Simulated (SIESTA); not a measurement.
SIESTA run on HfIr₃ (P1, 4 atoms in the cell): self-consistent single point.

Level of theory: GGA PBEsol, numerical atomic orbitals DZP, PseudoDojo PBEsol standard norm-conserving potentials (rewritten from UPF to PSML) (SIESTA).

The change in words: atoms moved at random. Reference geometry:
```xyz
4
Lattice="3.8709 0.0000 0.0000 0.0000 3.8709 0.0000 0.0000 0.0000 3.8709" Properties=species:S:1:pos:R:3 pbc="T T T"
Hf     0.0000     0.0000     0.0000
Ir     0.0000     1.9355     1.9355
Ir     1.9355     0.0000     1.9355
Ir     1.9355     1.9355     0.0000
```

Reference input (self-consistent single point, DFT, GGA PBEsol, numerical atomic orbitals DZP, PseudoDojo PBEsol standard norm-conserving potentials (rewritten from UPF to PSML)): XC.functional = GGA; XC.authors = PBEsol; potentials = PseudoDojo PBEsol standard; PAO.BasisSize = DZP; PAO.EnergyShift = 0.005 Ry; MeshCutoff = 300 Ry; kgrid.MonkhorstPack = 7 7 7; OccupationFunction = MP; OccupationMPOrder = 0; ElectronicTemperature = 2320.9 K; MaxSCFIterations = 150; SCF.Mixer.Method = Broyden. This run's input differs from it in these lines:

```diff
@@ -18,6 +18,6 @@
 %block AtomicCoordinatesAndAtomicSpecies
-     0.000000000    0.000000000    0.000000000  1
-     0.000000000    1.935451000    1.935451000  2
-     1.935451000    0.000000000    1.935451000  2
-     1.935451000    1.935451000    0.000000000  2
+    -0.053430060   -0.016911971    0.053379739  1
+     0.037567104    1.948286911    1.952897155  2
+     1.953431340   -0.025784078    1.896641337  2
+     1.933329746    1.965307267   -0.032016230  2
 %endblock AtomicCoordinatesAndAtomicSpecies
```

Output, abridged:

```
        iscf     Eharris(eV)        E_KS(eV)     FreeEng(eV)     dDmax    Ef(eV) dHmax(eV)
   scf:    1   -10876.934472   -10901.020571   -10901.060223  1.466179 -2.093464 11.068495
   scf:    2   -10915.449415   -10910.743166   -10910.789502  0.279266 -3.048159  3.725861
   scf:    3   -10912.017073   -10911.500238   -10911.552096  0.160961 -3.371564  2.473688
   scf:    4   -10911.933578   -10911.767172   -10911.822624  0.187728 -3.633011  0.298739
   scf:    5   -10911.771572   -10911.770085   -10911.825571  0.009322 -3.636568  0.049881
   [... 2 lines left out ...]
   scf:    8   -10911.770304   -10911.770370   -10911.826448  0.002374 -3.642214  0.015940
   scf:    9   -10911.770249   -10911.770313   -10911.826461  0.000321 -3.643170  0.001907
   scf:   10   -10911.770278   -10911.770296   -10911.826462  0.000105 -3.643282  0.001063
   scf:   11   -10911.770274   -10911.770285   -10911.826462  0.000065 -3.643359  0.000680
SCF Convergence by DM+H criterion
max |DM_out - DM_in|         :     0.0000650132
max |H_out - H_in|      (eV) :     0.0006800609
SCF cycle converged after 11 iterations

Using DM_out to compute the final energy and forces

siesta: E_KS(eV) =           -10911.7703

siesta: E_KS - E_eggbox =    -10911.7703

siesta: Atomic forces (eV/Ang):
     1    1.021312    0.637563   -1.061663
     2   -0.454997   -0.558195   -0.167677
     3   -0.480406    0.786680    0.889798
     4   -0.086632   -0.864444    0.332409
   Tot   -0.000723    0.001604   -0.007133
   Max    1.061663
   Res    0.684962    sqrt( Sum f_i^2 / 3N )
   Max    1.061663    constrained

Stress tensor Voigt[x,y,z,yz,xz,xy] (kbar):     -150.21     -140.90     -148.01       -0.60        4.97       -4.78
(Free)E + p*V (eV/cell)   -10906.5275
   [... lines left out ...]
siesta: FreeEng =    -10911.826462
   [... lines left out ...]
siesta:    -0.093751   -0.002986    0.003101
siesta:    -0.002986   -0.087943   -0.000373
siesta:     0.003101   -0.000373   -0.092383

siesta: Cell volume =         58.001140 Ang**3

siesta: Pressure (static):
siesta:                Solid            Molecule  Units
siesta:           0.00099502          0.00116379  Ry/Bohr**3
siesta:           0.09135891          0.10685384  eV/Ang**3
siesta:         146.37311117        171.19872258  kBar
```

The run converged in 11 iterations. Against the reference run the free energy goes up by 31.2 meV/atom, the pressure goes from 13.23 to 14.64 GPa and the largest force goes from 0.000 to 1.605 eV/Å.

The starting cell comes from a database of computed structures (which also holds hypothetical and non-ambient phases and stackings), without a prior relaxation at this level. Its lattice was rescaled by a random factor within 2.5 % of one. For this run, on top of that: atoms moved at random. Spin polarisation is off. Values carry the incompleteness of an atom-centred basis. With a pressure of about 15 GPa the cell is away from its equilibrium volume at this level. Forces in this geometry exceed 1 eV/Å.

Cost on one core of a shared machine: roughly 2 min.
